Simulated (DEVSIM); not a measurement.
System: Al/SiO2/p-Si capacitor, at 300 K.

```
layer (left to right)  material  thickness (nm)  Na (cm⁻³)
---------------------  --------  --------------  ---------
1                          SiO2            32.0          -
2                            Si            2200     6.9e16
```

Metal gate on the left, work function 4.1 eV. Fixed charge at the semiconductor interface 0 cm⁻² (in units of +e); interface traps 8.6e10 cm⁻² eV⁻¹, uniform in energy, neutral level at 0.7 of the gap above the valence band.

This is a model device: material constants are rounded textbook-type values typed into the input, and sizes, dopings and lifetimes were drawn at random. Values at 300 K.

| parameter | SiO2 | Si |
|---|---|---|
| gap (eV) | 9 | 1.124 |
| affinity (eV) | 0.9 | 4.05 |
| permittivity | 3.9 | 11.7 |
| Nc (cm⁻³) | - | 2.86e19 |
| Nv (cm⁻³) | - | 3.1e19 |

Simulated with DEVSIM: 1D Poisson equation in equilibrium, Boltzmann statistics, complete ionisation; no quantum confinement or tunnelling. Metal contacts follow the ideal Schottky-Mott rule: no Fermi-level pinning, no interface dipoles.

Question: Give the band bending (positive: bands bend down) and minority sheet density.

Answer: 
```tsv
Vg (V)	ψs (V)	minority carriers (cm⁻²)
-4.4	-0.138	< 1e8
-3.8	-0.128	< 1e8
-3.2	-0.116	< 1e8
-2.6	-0.100	< 1e8
-2	-0.078	< 1e8
-1.4	-0.042	< 1e8
-0.8	0.031	< 1e8
-0.2	0.195	< 1e8
0.4	0.439	< 1e8
1	0.728	6.1e8
1.6	0.884	2.1e11
2.2	0.915	5.7e11
2.8	0.932	9.6e11
3.4	0.945	1.4e12
4	0.954	1.7e12
4.6	0.962	2.1e12
```
